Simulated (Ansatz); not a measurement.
A computed series for BeS: pressure series

Consider BeS in the zinc blende structure (space group F-43m, No. 216; a = 4.876 Å).

Cell and atoms are relaxed at each pressure.

Calculations: PBE, PAW, 420 eV (Ansatz, a first-principles code; spin-orbit coupling left out).

```tsv
pressure (GPa)	volume per atom (Å³/atom)
-2	14.819
-1	?
0	14.492
0.9	14.354
2.1	14.180
4.5	13.861
9	13.341
22.5	12.173
30	11.683
```

Task: Fit the third-order Birch–Murnaghan form P(V) = (3B₀/2)[(V₀/V)^(7/3) − (V₀/V)^(5/3)]·[1 + (3/4)(B₀′ − 4)((V₀/V)^(2/3) − 1)] (squares taken in P) to the rows shown and predict the withheld row.

Result: Least squares on the printed values gives V₀ = 14.491 Å³/atom, B₀ = 93.2 GPa, B₀′ = 3.7; this predicts 14.650 Å³/atom, and the run gives 14.650 Å³/atom, in agreement.

Load acts through the strain it causes; cell and atoms are relaxed under it. No phonon test of stability was made. No other phases were tried under pressure.
